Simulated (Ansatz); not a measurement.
AlN (Fm-3m, No. 225, 2 atoms in the cell; start mp-1330; high-pressure phase), treated with HSE06 (Ansatz, a first-principles code, PAW).

Settings: plane-wave cutoff 520 eV, 12×12×12 k mesh, scalar-relativistic PAW data made under PBE.

Cell (relaxed at this level):

```
CELL_PARAMETERS angstrom
      0.00000     2.01513     2.01513
      2.01513     0.00000     2.01513
      2.01513     2.01513     0.00000
ATOMIC_POSITIONS crystal
  Al 0.50000 0.50000 0.50000
  N  0.00000 0.00000 0.00000
```

### Question
What does this level give for the Voigt–Reuss–Hill bulk modulus, Voigt–Reuss–Hill shear modulus (Hill average), Young modulus and Poisson ratio?

### Answer

Voigt–Reuss–Hill bulk modulus: 281 GPa
Voigt–Reuss–Hill shear modulus (Hill average): 242 GPa
Young modulus: 563 GPa
Poisson ratio: 0.165

Note: the relaxation could not lower the start's symmetry, so the cell can be a saddle point above a distorted one.

Elastic constants are with the ions relaxed.

A start named mp-… is a Materials Project structure, which need not be a measured phase.
